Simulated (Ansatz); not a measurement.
## What Al → Re does to AlRu

Take AlRu in the CsCl type structure (space group Pm-3m, No. 221; a = 3.0035 Å) as the base.

Modification: Re takes the place of Al on all its sites, then cell and atoms are relaxed.

Computed with Ansatz (a program for electronic structure), PBE, PAW, cutoff 420 eV, spin-orbit coupling left out, earlier PAW set. Settings: 15×15×15 k-points, 0.05 eV Fermi–Dirac smearing.

| quantity | base | changed | shift |
|---|---|---|---|
| volume per atom | 13.55 Å³ | 14.67 Å³ | +1.127 Å³ |
| density | 7.85 g/cm³ | 16.25 g/cm³ | +8.406 g/cm³ |
| lattice parameter a | 3.004 Å | 3.085 Å | +0.081 Å |
| shortest interatomic distance | 2.601 Å | 2.671 Å | +0.070 Å |
| band gap | zero | zero | – |

Final structure:

```xyz
2
Lattice="3.0846 0.0000 0.0000 0.0000 3.0846 0.0000 0.0000 0.0000 3.0846" Properties=species:S:1:pos:R:3 pbc="T T T"
Re     0.0000     0.0000     0.0000
Ru     1.5423     1.5423     1.5423
```

Stability against distortions was not tested. As relaxed here, ReRu is a hypothetical phase, not in the database extracts checked. The final runs are not spin-polarised. An odd electron count without spin: ReRu and AlRu. ReRu has a high density of states at the Fermi level and may be magnetic at this level.
